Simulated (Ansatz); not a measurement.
Data:

End structure of a constructed model of the (110) surface of bcc W, a pseudomorphic layer of Ta in the host's stacking (bottom of the slab: a bare face, its two planes held):

```xyz
7
Lattice="2.7577 0.0000 0.0000 -0.9192 2.6000 0.0000 0.0000 0.0000 30.5000" Properties=species:S:1:pos:R:3 pbc="T T T"
W      0.9192     1.3000     8.0962
W      0.0000     0.0000    10.3479
W      0.9192     1.3000    12.6002
W      0.0000     0.0000    14.8525
W      0.9192     1.3000    17.1010
W      0.0000     0.0000    19.3443
Ta     0.9192     1.3000    21.6227
```

Slab: 7 atoms, 14.3 Å thick at the start with caps and adatoms; k 14x14x1, smearing 0.1 eV, dipole-corrected; single point; on the structure that PBE left under its start's symmetry; no spin, no spin-orbit, no U. It is one candidate, not shown to be the stable structure of the face.

Problem. Give the work function of the top face at the level r2SCAN, at the PBE geometry run with Ansatz (a first-principles code).

Solution. 4.87 eV
